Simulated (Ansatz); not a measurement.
# MgTe: response to strain

Base system: MgTe in the wurtzite structure (space group P6_3mc, No. 186; a = 4.561 Å, c = 7.413 Å). Axes: x lies along a and z along c of the hexagonal cell.

Strains are applied to the cell and any free atomic positions relax; under biaxial strain the out-of-plane vector relaxes too; under stress the whole cell relaxes.

Calculations: PBEsol (Ansatz, a program for electronic structure, PAW, spin-orbit coupling left out), earlier PAW set.

Base values:

The width of the top valence band is 1.40 eV.

Q: The aim is a width of the top valence band between 1.67 eV and 1.83 eV. Which of these changes reaches it?
(A) isotropic strain −4.99 %
(B) uniaxial stress, 3 GPa tension along z
(C) biaxial strain +3.68 %, plane normal [001], relaxed out of plane

A: A, isotropic strain −4.99 %. It gives 1.76 eV; biaxial strain +3.68 %, plane normal [001], relaxed out of plane gives 1.50 eV; uniaxial stress, 3 GPa tension along z gives 1.57 eV. Changes not listed may reach it too

With Te present, leaving out spin-orbit coupling can change the band edges. The levels and masses belong to the bands next to the band gap. Beyond what the load breaks, stability against distortions was not tested.
